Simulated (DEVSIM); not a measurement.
Structure: W/SiO2/n-Si capacitor, at 300 K.

Layer 1 from the left is SiO2, thickness (nm) 9.70. Layer 2 from the left is Si, thickness (nm) 16000, Nd (cm⁻³) 1.3e14.

Metal gate on the left, work function 4.6 eV. Fixed charge at the semiconductor interface 0 cm⁻² (in units of +e); no interface traps.

Constants are typed, rounded textbook-type inputs, not results; the design itself was drawn at random and stands for no fabricated device. Values at 300 K.

SiO2: gap (eV) 9, affinity (eV) 0.9, permittivity 3.9. Si: gap (eV) 1.124, affinity (eV) 4.05, permittivity 11.7, Nc (cm⁻³) 2.86e19, Nv (cm⁻³) 3.1e19.

Model (solved in DEVSIM): 1D Poisson equation in equilibrium, Boltzmann statistics, complete ionisation; no quantum confinement or tunnelling. Metal contacts follow the ideal Schottky-Mott rule: no Fermi-level pinning, no interface dipoles.

Problem. What does the simulation give for the flat-band voltage, the minimum of the low-frequency capacitance, the threshold voltage (band bending 2φF)?

Solution. flat-band voltage 0.23 V; minimum of the low-frequency capacitance 0.00553 μF/cm²; threshold voltage (band bending 2φF) -0.27 V.
